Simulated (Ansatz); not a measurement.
The starting structures come from a database of crystals and need not be the phases stable at ambient conditions.

Inside the gap of an insulator the Bloch states are evanescent, with a wavenumber k + iκ along the transport direction.

Given:

```xyz
12
Lattice="5.7447 0.0000 0.0000 0.0000 5.7447 0.0000 0.0000 0.0000 10.5652" Properties=species:S:1:pos:R:3 pbc="T T T"
Al     0.0000     2.8724     7.9239
Al     2.8724     0.0000     2.6413
Cu     2.8724     2.8724     0.0000
Cu     2.8724     2.8724     5.2826
Br     4.4112     1.4967     9.2313
Br     1.4967     1.3335     1.3339
Br     1.3335     4.2480     9.2313
Br     4.2480     4.4112     1.3339
Br     4.4112     4.2480     6.6164
Br     1.4967     4.4112     3.9487
Br     1.3335     1.4967     6.6164
Br     4.2480     1.3335     3.9487
```

Space group of this cell: P-42c. The cell is taken as given.

Transport runs along the normal of the first two printed cell vectors, the (001) plane of the conventional cell.

The gap is the functional's own, uncorrected, and κ follows it; spin-orbit coupling is left out. Mid-gap values are interpolated between the computed energies.

Estimate the band gap and the smallest decay constant κ at mid-gap that r2SCAN in Ansatz (a first-principles code) returns for this system.

Gap 2.71 eV on a 6×6×4 mesh; κ = 0.278 1/Å, at the zone centre.
